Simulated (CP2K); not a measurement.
CP2K run on VH2 (P1, 3 atoms in the cell): self-consistent single point.

Method: CP2K with LDA (Pade form), GPW, SZV-MOLOPT-SR-GTH basis, GTH-PADE potentials (GTH_POTENTIALS).

```xyz
3
Lattice="2.9664 0.0000 0.0000 1.4832 2.5690 0.0000 1.4832 0.8563 2.4221" Properties=species:S:1:pos:R:3 pbc="T T T"
V      0.0109    -0.0463     0.0374
H      4.4887     2.5497     1.8280
H      1.4332     0.9219     0.5567
```

Reference input (self-consistent single point, DFT LDA (Pade form), GPW, DZVP-MOLOPT-SR-GTH basis, GTH-PADE potentials (GTH_POTENTIALS)): CUTOFF = 600 Ry; REL_CUTOFF = 50 Ry; SMEAR/METHOD = FERMI_DIRAC; ELECTRONIC_TEMPERATURE = 1160.45 K; KPOINTS/SCHEME = MONKHORST-PACK 7 7 7; XC_FUNCTIONAL = PADE; V/BASIS_SET = DZVP-MOLOPT-SR-GTH-q13; V/POTENTIAL = GTH-PADE-q13; H/BASIS_SET = DZVP-MOLOPT-SR-GTH-q1; H/POTENTIAL = GTH-PADE-q1; METHOD = GPW; EPS_DEFAULT = 1e-10. This run's input differs from it in these lines:

```diff
@@ -73,3 +73,3 @@
     &KIND V
-      BASIS_SET DZVP-MOLOPT-SR-GTH-q13
+      BASIS_SET SZV-MOLOPT-SR-GTH-q13
       POTENTIAL GTH-PADE-q13
@@ -77,3 +77,3 @@
     &KIND H
-      BASIS_SET DZVP-MOLOPT-SR-GTH-q1
+      BASIS_SET SZV-MOLOPT-SR-GTH-q1
       POTENTIAL GTH-PADE-q1
```

Log, with long lists cut:

```
 SCF WAVEFUNCTION OPTIMIZATION

  Step     Update method      Time    Convergence         Total energy    Change
     1 NoMix/Diag. 0.30E+00      -     1.52616144       -73.0170186791 -7.30E+01
     2 Broy./Diag. 0.30E+00      -     0.12736087       -70.9291693955  2.09E+00
     3 Broy./Diag. 0.30E+00      -     0.09620719       -71.9929322571 -1.06E+00
     4 Broy./Diag. 0.30E+00      -     0.03154385       -72.6162653418 -6.23E-01
     5 Broy./Diag. 0.30E+00      -     0.00939989       -72.6383107384 -2.20E-02
     6 Broy./Diag. 0.30E+00      -     0.00144156       -72.6006930000  3.76E-02
   [... 3 lines left out ...]
    10 Broy./Diag. 0.30E+00      -     0.00000298       -72.5989563404  7.20E-05
    11 Broy./Diag. 0.30E+00      -     0.00000271       -72.5989812771 -2.49E-05
    12 Broy./Diag. 0.30E+00      -     0.00000030       -72.5989904865 -9.21E-06
    13 Broy./Diag. 0.30E+00      -     0.00000004       -72.5989905920 -1.06E-07
  *** SCF run converged in    13 steps ***

  Overlap energy of the core charge distribution:               0.00000000000031
  Self energy of the core charge distribution:               -129.95166741049988
  Core Hamiltonian energy:                                     35.80466942457905
  Hartree energy:                                              31.00012700048482
  Exchange-correlation energy:                                 -9.45051429709522
  Electronic entropic energy:                                  -0.00160530952121
  Fermi energy:                                                 0.48526699174215

  Total energy:                                               -72.59899059203109
  Total energy (extrapolated to T->0):                        -72.59818793727048

                     Mulliken Population Analysis

   [... lines left out ...]

 STRESS| Analytical stress tensor [bar]
 STRESS|                        x                   y                   z
 STRESS|      x       -1.20891880637E+05   1.83272746240E+04   1.15159761482E+04
 STRESS|      y        1.83272746240E+04  -6.03887392521E+04  -1.92702338772E+04
 STRESS|      z        1.15159761482E+04  -1.92702338772E+04  -1.21636660480E+05
 STRESS| 1/3 Trace                                            -1.00972426790E+05
```

The run converged in 13 iterations. Against the reference run the free energy rises by 981 meV/atom, the pressure goes from -6.31 to -10.10 GPa and the largest force goes from 1.047 to 0.933 eV/Å.

The starting cell comes from a database of computed structures (which also holds hypothetical and non-ambient phases and stackings), without a prior relaxation at this level. Its atoms were displaced at random from the sites of space group no. 225. Spin polarisation is off. Values carry the incompleteness of an atom-centred basis.

Cost on one core of a shared machine: roughly 40 s.
